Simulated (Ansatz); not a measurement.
Input:

```
CELL_PARAMETERS angstrom
      0.00000     1.90328     1.90328
      1.90328     0.00000     1.90328
      1.90328     1.90328     0.00000
ATOMIC_POSITIONS crystal
  Ir 0.00000 0.00000 0.00000
```

No spin polarisation.

The values are results of Kohn–Sham DFT with the r2SCAN functional, run in Ansatz (an electronic-structure program) with PAW and 500 eV plane waves, no spin-orbit coupling, not measurements. Γ-centred 29×29×29 mesh, Fermi–Dirac width 0.1 eV.

**Question.** Predict the pressure and space group.

**Answer.** 
- Pressure: 12.2 GPa
- Space group: Fm-3m (No. 225)

The cells carry an imposed strain or load. Whether these cells are dynamically stable was not tested. The final runs are not spin-polarised. The cell was made from Ir in the fcc (Cu type) structure (space group Fm-3m, No. 225) by this change: isotropic strain −1.00 %.
